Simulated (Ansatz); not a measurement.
F on the 1x1 (110) surface of bcc Mo, one in a 2x2 cell: adsorption energies (eV for each) against ½ F2(g) in Ansatz (plane waves, PAW). Structures relaxed with PBE; the other functionals are single points on them, with slab and gas at the same level. No dispersion, zero-point or thermal terms. Rows are starts at which the adsorbate stayed.

Set-up: 17 atoms, 6.5 Å thick at the start under the adsorbate (thin: gaps and levels are the slab's own); mesh 6x6x1; 0.1 eV smearing; dipole correction on; 8 atoms held, the rest relaxed; each run with such symmetry as its start has; no spin, no spin-orbit, no U, no dispersion correction.

```csv
site,PBE,RPBE,r2SCAN
top Mo,-3.69,-3.58,-3.92
hollow Mo-Mo-Mo,-3.92,-3.72,-4.28
bridge Mo-Mo (span 2.7 Å),-3.90,-3.72,-4.22
bridge Mo-Mo (span 3.2 Å),-3.63,-3.45,-4.01
```

RPBE moves the energies by 0.17 eV on average against PBE and the two lowest sites lie within 0.02 eV at one of the levels. r2SCAN moves the energies by -0.32 eV on average against PBE and the two lowest sites lie within 0.02 eV at one of the levels.

Ansatz is an electronic-structure program.
